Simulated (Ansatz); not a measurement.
Results of PBEsol in Ansatz (plane waves, PAW) for YAu₃ (Pmmn, No. 59; structure not from a measured cell).

Settings: plane-wave cutoff 500 eV, 12×10×12 k mesh (along the axes of the cell as run), Fermi–Dirac smearing 0.1 eV, scalar-relativistic PAW data made under PBE.

Computed at the level's own relaxed cell.

Problem. Predict the equilibrium volume per atom.

Solution. 
- equilibrium volume per atom = 19.14 Å³/atom

The run finds no gap.

Note: the relaxation could not lower the start's symmetry, so the cell can be a saddle point above a distorted one.

Spin–orbit coupling is not included; it can shift volumes and moduli of such heavy elements.

Static lattice: no zero-point or thermal effects.

Ansatz is a quantum-chemistry and plane-wave program.
